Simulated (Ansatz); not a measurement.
Structure of amorphous Sn12Te12O36 (periodic cell):

```
CELL_PARAMETERS angstrom
     10.56234     0.00000     0.00000
      0.00000    10.56234     0.00000
      0.00000     0.00000    10.56234
ATOMIC_POSITIONS crystal
  Sn 0.34580 0.31643 0.15051
  Sn 0.48586 0.29577 0.41576
  Sn 0.74125 0.56285 0.94442
  Sn 0.92070 0.43411 0.32474
  Sn 0.83357 0.22286 0.82270
  Sn 0.46635 0.92962 0.16965
  Sn 0.23963 0.03203 0.41618
  Sn 0.20733 0.39863 0.51586
  Sn 0.83012 0.51698 0.62217
  Sn 0.23934 0.69183 0.30378
  Sn 0.48570 0.01367 0.61432
  Sn 0.19591 0.10818 0.71924
  Te 0.95024 0.88935 0.38915
  Te 0.12197 0.11514 0.04840
  Te 0.48019 0.30546 0.81878
  Te 0.81476 0.95595 0.90239
  Te 0.10132 0.41565 0.89055
  Te 0.71989 0.74527 0.32694
  Te 0.51073 0.57727 0.53444
  Te 0.80773 0.18410 0.54436
  Te 0.02790 0.81239 0.70195
  Te 0.04633 0.78175 0.05575
  Te 0.71463 0.26854 0.12437
  Te 0.40057 0.61862 0.99208
  O  0.13364 0.93204 0.10448
  O  0.19088 0.68027 0.09919
  O  0.09897 0.77868 0.87427
  O  0.40994 0.39842 0.56889
  O  0.42974 0.26397 0.98453
  O  0.03713 0.76235 0.28158
  O  0.28823 0.96684 0.61296
  O  0.39868 0.15894 0.73708
  O  0.25271 0.43154 0.80478
  O  0.48791 0.73770 0.09036
  O  0.22659 0.07813 0.90804
  O  0.85127 0.83882 0.75581
  O  0.17715 0.20735 0.55802
  O  0.56538 0.48210 0.39394
  O  0.37413 0.50693 0.13206
  O  0.82038 0.42216 0.79859
  O  0.63590 0.24068 0.54118
  O  0.83086 0.57142 0.43658
  O  0.73179 0.44885 0.10843
  O  0.30275 0.34079 0.34137
  O  0.86755 0.24813 0.01431
  O  0.60990 0.73458 0.47286
  O  0.25601 0.13916 0.16863
  O  0.51996 0.26936 0.22994
  O  0.16299 0.32873 0.04297
  O  0.63772 0.89665 0.27052
  O  0.97021 0.62116 0.68802
  O  0.64062 0.53933 0.65543
  O  0.33462 0.86503 0.31403
  O  0.79678 0.27371 0.28546
  O  0.04617 0.25977 0.80858
  O  0.89324 0.34767 0.52415
  O  0.03471 0.00402 0.71371
  O  0.63634 0.21873 0.85028
  O  0.42653 0.11018 0.44526
  O  0.54556 0.53395 0.91887
```

Methods: PBE, scalar-relativistic without spin-orbit coupling (Ansatz, a first-principles code); r2SCAN, scalar-relativistic without spin-orbit coupling (Ansatz); HSE06, scalar-relativistic without spin-orbit coupling (Ansatz). Neutral PBE cell, which sets geometry, pressure and energy: sampling: a 2×2×2 Γ-centred mesh; Fermi-Dirac width 0.02 eV; no spin polarisation. Exact exchange is cut at the faces of this 11 Å cell, which leaves hybrid gaps a finite-size error.

Preparation: random packing, a CHGNet melt and quench, and a DFT relaxation. O atoms were pushed apart under 1.9 Å during the dynamics, to hinder bonds among them. The hot cell started wider than the set density and was brought back towards it in steps. It is the lowest in DFT energy of 2 quenches. It is a model cell: composition and starting density were chosen by hand, and all elements were melted together. No dispersion term was used. Its density started from a set value of 5.50 and ended at 4.98 g/cm³. The simulated quench (nominally 190 K/ps over its main leg) is rapid and tends to freeze in more defects than a deposited or slowly cooled glass has. A cell of this size samples the disorder only roughly. The volume was free in the relaxation, at fixed shape.

Q: Give the pressure and the spacing of the highest filled and lowest empty levels.

A: 
Pressure on a 2×2×2 Γ-centred mesh: 0.06 GPa
Largest force and stress component on that mesh (the relaxation ran on the zone centre alone): 0.20 eV/Å and 0.5 GPa
Gap on a 2×2×2 Γ-centred mesh (PBE): 1.04 eV
Gap at the zone centre (PBE): 1.39 eV
Gap at the zone centre (r2SCAN): 1.59 eV
Gap at the zone centre (HSE06): 2.12 eV
Distance between the nearest levels spread over more than a fifth of the atoms or a third of the atoms of their main element (six at least) (PBE, zone centre): 1.39 eV

Q: At PBE and the zone centre, how localised are the states just below and above the Fermi level (participation number: the atoms over which a state spreads)?

A: The highest filled state is spread over 11.3 atoms' worth, largest on Sn7, with weights by element (charge in smoothed Voronoi cells) O 0.46, Sn 0.34, Te 0.19. The lowest empty state is spread over 17.0 atoms' worth, largest on Te20, with weights by element (charge in smoothed Voronoi cells) Te 0.40, O 0.40, Sn 0.20.

Neighbours within Sn-Sn 3.06 Å, Sn-Te 3.05 Å, Sn-O 2.62 Å, Te-Te 3.23 Å, Te-O 2.58 Å, O-O 1.58 Å count as bonded. Two cations that share two anions don't count as bonded, nor two that share one unless they lie closer than Sn-Sn 2.97 Å, Sn-Te 2.96 Å, Te-Te 2.95 Å.

A PBE run started with 1 μB on atoms that lack a bond or may hold spare charge lost its moments; other starts weren't tried.
